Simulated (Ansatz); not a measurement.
The reference is InSb in the zinc blende structure (space group F-43m, No. 216).

```xyz
2
Lattice="0.0000 3.2594 3.2594 3.2594 0.0000 3.2594 3.2594 3.2594 0.0000" Properties=species:S:1:pos:R:3 pbc="T T T"
In     0.0000     0.0000     0.0000
Sb     1.6297     1.6297     1.6297
```

Cartesian axes are those of the cell as printed.

All numbers come from PBEsol/PAW in Ansatz (a first-principles code), no SOC.

For the base:

```
Item                             Value
-----------------------------  -------
Pressure                       0.0 GPa
Shortest interatomic distance  2.823 Å
```

One thing is altered: the cell is compressed by 2.50 % along z with no lateral relaxation; the atoms relax in the strained cell.

Problem. Predict the new pressure.

Solution. The pressure (mean of the normal stresses, compression positive) goes from zero to 1.1 GPa.

Problem. Estimate the effect on the energy relative to the base.

Solution. The energy increases by 4.2 meV/atom.

Problem. Estimate the effect on the shortest interatomic distance.

Solution. The shortest interatomic distance shrinks by 0.0233 Å to 2.799 Å.

Stability against distortions was not tested. All final runs are without spin polarisation.
